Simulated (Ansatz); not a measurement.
The reference is GaSe in the beta-GaS type structure (space group P6_3/mmc, No. 194; a = 3.7690 Å, c = 15.9597 Å; layered, stacked along the Cartesian z axis).

Method: Ansatz (an electronic-structure program) PBE-D3(BJ), no spin-orbit coupling.

Base values:

```
Quantity   Result
--------  -------
Band gap  0.87 eV
```

Now apply this change: an isotropic linear strain of +2.81 %; the atoms relax in the strained cell.

**Question.** What does the calculation give for the band gap after the change?

**Answer.** The band gap decreases by 0.335 eV, from 0.87 eV to 0.53 eV.

Whether these cells are dynamically stable was not tested.
